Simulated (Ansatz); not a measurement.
## MgSnO₃ (model structure, started from the cubic perovskite type, Pm-3m, No. 221, 5 atoms in the cell)

Computed with PBEsol (Ansatz, an electronic-structure program, plane waves, PAW).

Run with plane-wave cutoff 520 eV, 8×8×8 k mesh, Fermi–Dirac smearing 0.01 eV, scalar-relativistic PAW data made under PBE.

Cell (relaxed with PBEsol):

```cif
data_MgO3Sn
_chemical_formula_sum 'Mg1 Sn1 O3'
_space_group_name_H-M_alt 'P 1'
_space_group_IT_number 1
_cell_length_a 3.98680
_cell_length_b 3.98680
_cell_length_c 3.98680
_cell_angle_alpha 90.000
_cell_angle_beta 90.000
_cell_angle_gamma 90.000
loop_
_space_group_symop_operation_xyz
  'x, y, z'
loop_
_atom_site_label
_atom_site_type_symbol
_atom_site_fract_x
_atom_site_fract_y
_atom_site_fract_z
_atom_site_occupancy
Mg1 Mg 0.00000 0.00000 0.00000 1
Sn1 Sn 0.50000 0.50000 0.50000 1
O1 O 0.00000 0.50000 0.50000 1
O2 O 0.50000 0.50000 0.00000 1
O3 O 0.50000 0.00000 0.50000 1
```

```json
{
 "band_gap": "0.97 eV",
 "smallest_direct_gap_on_the_k_points_sampled": "2.09 eV"
}
```

Note: the relaxation could raise the start's symmetry but not lower it, so the cell can be a saddle point.

Spin–orbit coupling is not included.

Static lattice: no zero-point or thermal effects.

It cost roughly 9 core-seconds of CPU time.

A model structure was made by putting elements into a prototype or built by hand; it is no filed structure, need not be a known phase, and can be a saddle point held by its symmetry.
